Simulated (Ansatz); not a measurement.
Cu (Fm-3m), PBEsol, DFPT electron-phonon coupling, linearised Boltzmann equation in Ansatz (a program for electronic structure): Condition of this run: hydrostatic pressure 15 GPa (the target of the relaxation). phonon-limited resistivity 1.36 μΩ·cm at 300 K, 1.88 μΩ·cm at 400 K, current-weighted mean free path 47 nm, Drude plasma energy 9.40 eV.

Q: Estimate the electronic thermal conductivity at 300 K by the Wiedemann-Franz law (L₀ = 2.44×10⁻⁸ W·Ω/K²).

A: L₀T/ρ = 2.44×10⁻⁸ × 300/(1.36×10⁻⁸) = 538 W/(m·K). Inelastic scattering puts the true Lorenz number somewhat under L₀ near and below the Debye temperature.

Q: What temperature coefficient of resistance follows, and how does it compare with 1/T?

A: (ρ₄₀₀ − ρ₃₀₀)/(100 K × ρ₃₀₀) = 3.82×10⁻³ K⁻¹, against 1/T = 3.33×10⁻³ K⁻¹ for a resistivity proportional to T. It lies higher because phonons are still being populated at 300 K; impurities would add a constant and lower it.

Q: What Drude relaxation time do resistivity and plasma energy imply?

A: ω_p = 1.43e16 s⁻¹, so τ = 1/(ε₀ ω_p² ρ) = 40.7 fs, a damping ħ/τ of 16.2 meV.

A metal at this level (no band gap). Only scattering by harmonic phonons is included (no impurities, grain boundaries, electron-electron scattering or thermal expansion). Spin-orbit coupling is left out. Halving the electron mesh (40x40x40) moves the resistivity by up to 1 % at 300 K, the mean free path by up to 1 %. Smearing 0.20 eV; phonons on a 7x7x7 q mesh, which this run doesn't test.
